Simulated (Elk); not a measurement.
A self-consistent single point of InAs (F-43m, 2 atoms in the cell) with Elk.

Computed with LDA (PW92), all-electron FP-LAPW, Elk's shipped species files, APW+lo basis with extra local orbitals run with Elk.

```yaml
crystal:
  lattice:
    - [0.00000, 3.03000, 3.03000]
    - [3.03000, 0.00000, 3.03000]
    - [3.03000, 3.03000, 0.00000]
  atoms:
    - { symbol: In, position: [0.00000, 0.00000, 0.00000] }
    - { symbol: As, position: [0.25000, 0.25000, 0.25000] }
```

Reference input (self-consistent single point, DFT, PBE, all-electron FP-LAPW, Elk's shipped species files, APW+lo basis with extra local orbitals): xctype = 20; rgkmax = 8; stype = 3; swidth = 0.00183747 Ha; ngridk = 9 9 9; tforce = true; gmaxvr = 18 1/bohr; lmaxapw = 10; lmaxo = 8; nxlo = 2; lorbcnd = true; lradstp = 2. This run's input differs from it in these lines:

```diff
@@ -4,3 +4,3 @@
 xctype
-  20
+  3
```

Log, with long lists cut:

```
│ Self-consistent loop started │
│ Loop number : 1 │
 total energy                :     -8141.16110433
│ Loop number : 2 │
 total energy                :     -8141.15531327
RMS change in Kohn-Sham potential (target) :   0.7661957379E-01 (  0.1000000000E-05)
Absolute change in total energy (target)   :   0.5791055208E-02 (  0.1000000000E-03)
│ Loop number : 3 │
 total energy                :     -8140.91313248
RMS change in Kohn-Sham potential (target) :   0.6910802130E-01 (  0.1000000000E-05)
Absolute change in total energy (target)   :   0.2436285557     (  0.1000000000E-03)
│ Loop number : 4 │
   [... lines left out ...]
Absolute change in total energy (target)   :   0.1322754748E-02 (  0.1000000000E-03)
│ Loop number : 13 │
 total energy                :     -8136.17872504
RMS change in Kohn-Sham potential (target) :   0.1976466827E-06 (  0.1000000000E-05)
Absolute change in total energy (target)   :   0.2995411278E-03 (  0.1000000000E-03)
│ Loop number : 14 │
 total energy                :     -8136.17874990
RMS change in Kohn-Sham potential (target) :   0.1928490338E-07 (  0.1000000000E-05)
Absolute change in total energy (target)   :   0.5002958642E-04 (  0.1000000000E-03)
Convergence targets achieved

│ Loop number : 15 │

Energies :
 Fermi                       :     0.164663827766
 total energy                :     -8136.17875198

Density of states at Fermi energy :    1.241273532
 (states/Hartree/unit cell)

Estimated indirect band gap :   0.2907705487E-01
 from k-point      1 to k-point      5
Estimated direct band gap   :   0.3753499701E-01
 at k-point      2

Charges :
 core                        :    48.00000000
 valence                     :    34.00000000
 interstitial                :    3.916731633
 muffin-tins (core leakage)
  species :    1 (In)
   atom    1                 :    47.01312267     (  0.3693161951E-03)
  species :    2 (As)
   atom    1                 :    31.07014569     (  0.4079585581E-03)
 total in muffin-tins        :    78.08326837
   [... lines left out ...]
   total force               :    -0.00000000   -0.00000000    0.00000000
   total magnitude           :     0.00000000
 species :    2 (As)
  atom :    1
   Hellmann-Feynman          :     0.00000000   -0.00000000    0.00000000
   IBS                       :    -0.00000000    0.00000000   -0.00000000
   total force               :     0.00000000    0.00000000    0.00000000
   total magnitude           :     0.00000000
```

The run converged in 15 iterations. The count includes the last loop, which Elk runs after its targets are met. 

The starting cell has typed, rounded lattice constants, without a prior relaxation at this level. Values depend on the basis (sphere radii, cutoffs, local orbitals), which need not be converged. The run gives no clean gap (levels at the Fermi energy touch, overlap or are partly filled at this smearing), which alone does not show that the compound is a metal. The log's line on a gap gives a spacing of levels on this mesh, which the program prints for metals too.
